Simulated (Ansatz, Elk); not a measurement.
An Elk input for a self-consistent single point of TiSi₂ (Cmcm, 6 atoms in the cell) (DFT, PBE, all-electron FP-LAPW, Elk's shipped species files, LAPW+lo basis):

```
tasks
  0

xctype
  20

rgkmax
  7.5

gmaxvr
  14.0

nxoapwlo
  1

rmtscf
  0.98

swidth
  0.00367493

maxscl
  100

avec
    3.3293270453  -12.7493018614    0.0000000000
    3.3293270453   12.7493018614    0.0000000000
    0.0000000000    0.0000000000    6.7245960837

sppath
  'species/'

atoms
  2
  'Ti.in'
  2
  0.8968800000  0.1031200000  0.7500000000    0.0 0.0 0.0
  0.1031200000  0.8968800000  0.2500000000    0.0 0.0 0.0
  'Si.in'
  4
  0.5582500000  0.4417500000  0.7500000000    0.0 0.0 0.0
  0.4417500000  0.5582500000  0.2500000000    0.0 0.0 0.0
  0.2496900000  0.7503100000  0.7500000000    0.0 0.0 0.0
  0.7503100000  0.2496900000  0.2500000000    0.0 0.0 0.0

ngridk
  7 7 7
```

Q: Give the Ansatz (a first-principles code) input for the same structure, mesh, smearing and functional.

A: This is the input that was run; spellings and numerical settings could be chosen otherwise.

Ansatz 0.2 input:
```yaml
# TiSi2
crystal:
  lattice:
    - [1.761804, -6.746640, 0.000000]
    - [1.761804, 6.746640, 0.000000]
    - [0.000000, 0.000000, 3.558503]
  atoms:
    - { symbol: Ti, position_ang: [1.761804, -5.355213, 2.668877] }
    - { symbol: Ti, position_ang: [1.761804, 5.355213, 0.889626] }
    - { symbol: Si, position_ang: [1.761804, -0.785984, 2.668877] }
    - { symbol: Si, position_ang: [1.761804, 0.785984, 0.889626] }
    - { symbol: Si, position_ang: [1.761804, 3.377503, 2.668877] }
    - { symbol: Si, position_ang: [1.761804, -3.377503, 0.889626] }
kpoints:
  mp_grid: { grid: [7, 7, 7] }
hamiltonian:
  xc: pbe
  pseudopotentials: { kind: paw }
scf:
  occupations: { method: fermi_dirac, width: 0.0073 Ry }
output:
  forces: true
  eigenvalues: true
  stress: true
```

Basis, cutoffs, solver keys and any potentials are the target program's own. This input uses DFT, PBE, plane waves, default PAW files. The width in Ry is rounded to four decimals.

The starting cell comes from a database of computed structures (which also holds hypothetical and non-ambient phases and stackings), without a prior relaxation at this level. Its lattice was rescaled by a random factor within 2.5 % of one. For this run, on top of that: lattice scaled by 0.98.
